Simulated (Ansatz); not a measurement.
# GaN: response to strain

Start from GaN in the NiAs type structure (space group P6_3/mmc, No. 194; a model cell, its experimental status unchecked).

```yaml
crystal:
  lattice:
    - [2.96874, 0.00000, 0.00000]
    - [-1.48437, 2.57101, 0.00000]
    - [0.00000, 0.00000, 5.04094]
  atoms:
    - { symbol: Ga, position: [0.00000, 0.00000, 0.00000] }
    - { symbol: Ga, position: [0.00000, 0.00000, 0.50000] }
    - { symbol: N, position: [0.33333, 0.66667, 0.25000] }
    - { symbol: N, position: [0.66667, 0.33333, 0.75000] }
```

Cartesian axes are those of the cell as printed.

Strains are applied to the cell and any free atomic positions relax; under biaxial strain the out-of-plane vector relaxes too.

Computed with Kohn–Sham DFT with the PBEsol functional, run in Ansatz (a quantum-chemistry and plane-wave program) with PAW and 420 eV plane waves, no SOC.

| case | smallest direct gap | shortest interatomic distance | electron mass | band gap |
|---|---|---|---|---|
| base | 1.72 eV | 2.127 Å | 0.23 mₑ along c, 0.33 mₑ across (at K) | 1.21 eV |
| biaxial strain −0.81 %, plane normal [001], relaxed out of plane | 1.83 eV | 2.117 Å | 0.23 mₑ out of plane, 0.33 mₑ in plane (at K) | 1.21 eV |
| biaxial strain −0.35 %, plane normal [001], relaxed out of plane | 1.77 eV | 2.123 Å | 0.23 mₑ out of plane, 0.33 mₑ in plane (at K) | 1.21 eV |
| isotropic strain +0.41 % | 1.59 eV | 2.136 Å | 0.22 mₑ along c, 0.33 mₑ across (at K) | 1.14 eV |
| isotropic strain +0.74 % | 1.48 eV | 2.143 Å | 0.22 mₑ along c, 0.32 mₑ across (at K) | 1.08 eV |
| uniaxial strain ε_yy = −2.77 % | 1.87 eV | 2.084 Å | 0.35 mₑ along x, 0.33 mₑ along y, 0.23 mₑ along z (off the base's special points) | 1.22 eV |
| tensor shear ε_xy = −1.97 % | [?] | [?] | 0.33 mₑ along x, 0.36 mₑ along y, 0.23 mₑ along z (off the special points) | [?] |

### Question
Some entries are withheld; estimate them.

### Answer

- tensor shear ε_xy = −1.97 %, smallest direct gap: 1.61 eV
- tensor shear ε_xy = −1.97 %, shortest interatomic distance: 2.095 Å
- tensor shear ε_xy = −1.97 %, band gap: 1.19 eV

Masses are band curvatures over ±0.01 Å⁻¹ around the edge. Stability against distortions was not tested. This is not the structure that GaN has at room temperature and ambient pressure. k-point labels follow each cell's own Brillouin zone.
